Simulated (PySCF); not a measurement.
Worked example: self-consistent single point of Al (Fm-3m, 1 atom in the cell) in PySCF.

Method of the run: LDA, Gaussian basis gth-dzvp-molopt-sr, GTH pseudopotentials gth-pade, FFT density fitting with multigrid in PySCF 2.14.0.

```
Al
1.0
    0.00000     2.01522     2.01522
    2.01522     0.00000     2.01522
    2.01522     2.01522     0.00000
Al
1
Cartesian
  0.00000   0.00000   0.00000
```

Reference input (self-consistent single point, DFT PBE, Gaussian basis gth-dzvp-molopt-sr, GTH pseudopotentials gth-pbe, FFT density fitting with multigrid): cell.basis = gth-dzvp-molopt-sr; cell.pseudo = gth-pbe; cell.ke_cutoff = 50 Ha; make_kpts mesh = 10 10 10; mf.xc = pbe,pbe; smearing.sigma = 0.00367493 Ha; smearing.method = fermi; cell.precision = 1e-07; solver class = KRKS; density fitting = multigrid_numint; mf.conv_tol = 1e-08 Ha; mf.max_cycle = 60. This run's input differs from it in these lines:

```diff
@@ -13,3 +13,3 @@
     basis='gth-dzvp-molopt-sr',
-    pseudo='gth-pbe',
+    pseudo='gth-pade',
     ke_cutoff=50,
@@ -22,3 +22,3 @@
 kmf = dft.KRKS(cell, kpts).multigrid_numint()
-kmf.xc = 'pbe,pbe'
+kmf.xc = 'LDA,PW'
 kmf.conv_tol = 1e-08
```

The program printed (abridged):

```
init E= -2.11525573257823
    sigma = 0.00367493  Optimized mu = 0.293687635324  entropy = 0.202480039788
nelec by numeric integration = 3.000000000000055
    Total E(T) = -2.0949549709326  Free energy = -2.09569907090522  E0 = -2.09532702091891
cycle= 1 E= -2.0949549709326  delta_E= 0.0203  |g|= 0.287  |ddm|= 57.4
    sigma = 0.00367493  Optimized mu = 0.293403024061  entropy = 0.203212181583
nelec by numeric integration = 3.0000000000000555
    Total E(T) = -2.09497355082085  Free energy = -2.09572034136332  E0 = -2.09534694609209
cycle= 2 E= -2.09497355082085  delta_E= -1.86e-05  |g|= 0.142  |ddm|= 1.58
   [... lines left out ...]
cycle= 6 E= -2.09497798006762  delta_E= -1.98e-08  |g|= 4.61e-05  |ddm|= 0.0099
    sigma = 0.00367493  Optimized mu = 0.293120769913  entropy = 0.203780451472
nelec by numeric integration = 3.0000000000000564
    Total E(T) = -2.09497797932443  Free energy = -2.09572685821895  E0 = -2.09535241877169
cycle= 7 E= -2.09497797932443  delta_E= 7.43e-10  |g|= 1.01e-06  |ddm|= 0.000422
    sigma = 0.00367493  Optimized mu = 0.293120770052  entropy = 0.203780450273
nelec by numeric integration = 3.0000000000000573
    Total E(T) = -2.09497797932882  Free energy = -2.09572685821894  E0 = -2.09535241877388
Extra cycle  E= -2.09497797932882  delta_E= -4.39e-12  |g|= 3.24e-08  |ddm|= 2.06e-06
converged SCF energy = -2.09497797932882
electrons per cell = 3.000000
highest filled level = 0.291204 Ha, lowest empty level = 0.293783 Ha
```

The run converged in 7 iterations. 

The starting cell comes from a database of computed structures (which also holds hypothetical and non-ambient phases and stackings), without a prior relaxation at this level. Its lattice was rescaled by a random factor within 2.5 % of one. Values carry the incompleteness of an atom-centred basis.

Cost on one core of a shared machine: roughly 3 min.
